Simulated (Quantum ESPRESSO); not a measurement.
# Sensitivity of a calculation on Mg₉Si₅ (P1, 28 atoms in the cell) to its settings

```
Mg9Si5
1.0
    7.13362     0.00000     0.00000
   -3.48898     6.23811     0.00000
   -0.02384    -0.92942    12.46129
Mg Si
18 10
Direct
  0.56998   0.44278   0.35044
  0.89111   0.22691   0.35377
  0.10224   0.76091   0.35669
  0.54680   0.09927   0.51588
  0.78710   0.81012   0.18187
  0.79160   0.83912   0.51067
  0.82782   0.80926   0.85801
  0.56885   0.41404   0.02297
  0.19660   0.32931   0.87894
  0.15083   0.91482   0.65729
  0.40755   0.00650   0.87927
  0.81743   0.15768   0.02360
  0.94391   0.24286   0.65890
  0.06197   0.65901   0.00908
  0.53310   0.45075   0.67420
  0.25058   0.48868   0.17845
  0.28734   0.58931   0.52444
  0.46584   0.01895   0.18384
  0.15129   0.07493   0.04267
  0.57150   0.86408   0.69082
  0.20618   0.17350   0.49668
  0.17773   0.12073   0.27137
  0.78502   0.37890   0.84160
  0.52307   0.80766   0.34947
  0.48271   0.73689   0.01643
  0.83932   0.44646   0.18734
  0.86968   0.50910   0.51936
  0.19272   0.62760   0.76618
```

Base run A: PBEsol, GBRV 1.5 ultrasoft (PBESOL) pseudopotentials (Quantum ESPRESSO), self-consistent single point.

Its settings: ecutwfc = 40 Ry; ecutrho = 200 Ry; occupations = smearing; smearing = cold; degauss = 0.019992 Ry; potentials = {Mg: mg_pbesol_v1.4.uspp.F.UPF, Si: si_pbesol_v1.uspp.F.UPF}; K_POINTS = automatic 3 3 2 0 0 0; conv_thr = 1e-09 Ry; mixing_beta = 0.7.

The starting cell comes from a database of computed structures (which also holds hypothetical and non-ambient phases and stackings), without a prior relaxation at this level. Its atoms were displaced at random from the sites of space group no. 1.

ΔF is the free energy per atom less that of run A. 

Runs:
- B: nbnd: default → 111
- C: ecutwfc: 40 Ry → 32 Ry; ecutrho: 200 Ry → 160 Ry

```tsv
run	ΔF (meV/atom)	pressure (GPa)	largest force (eV/Å)
A	0.00	-1.29	0.317
B	0.03	-1.29	0.316
C	29.2	-4.09	0.317
```

Run C against A: The free energy rises by 29.2 meV/atom, the pressure goes from -1.29 to -4.09 GPa and the largest force stays at 0.317 eV/Å.

Run B against A: The free energy stays essentially unchanged (within 1 meV/atom), the pressure stays at -1.29 GPa and the largest force moves little (0.317 to 0.316 eV/Å).
